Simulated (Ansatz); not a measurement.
**ScAl$_{3}$ (Pm-3m): band-structure transport figures**

```
CELL_PARAMETERS angstrom
      4.07197     0.00000     0.00000
      0.00000     4.07197     0.00000
      0.00000     0.00000     4.07197
ATOMIC_POSITIONS crystal
  Sc 0.00000 0.00000 0.00000
  Al 0.50000 0.00000 0.50000
  Al 0.00000 0.50000 0.50000
  Al 0.50000 0.50000 0.00000
```

Level of theory: PBEsol, rigid bands (plane waves, PAW, scalar-relativistic; Ansatz, a first-principles code). Geometry: cell and atoms relaxed with PBEsol.

```yaml
density of states at the Fermi level: 1.24 states/(eV·cell), both spins
bare Sommerfeld coefficient: 0.73 mJ/(mol of atoms·K²)
drude_plasma_energy: 5.8 eV
root-mean-square Fermi velocity: 8.3e5 m/s
resistivity times τ: 14.7 ×10⁻²² Ω·m·s
```

A metal at this level (no band gap); rigid bands, thermally averaged at 300 K, both spins. Spin-orbit coupling is left out. τ is one relaxation time for all states.

Computed structure, not matched to a measured one here, so possibly hypothetical: ScAl3 (Pm-3m).
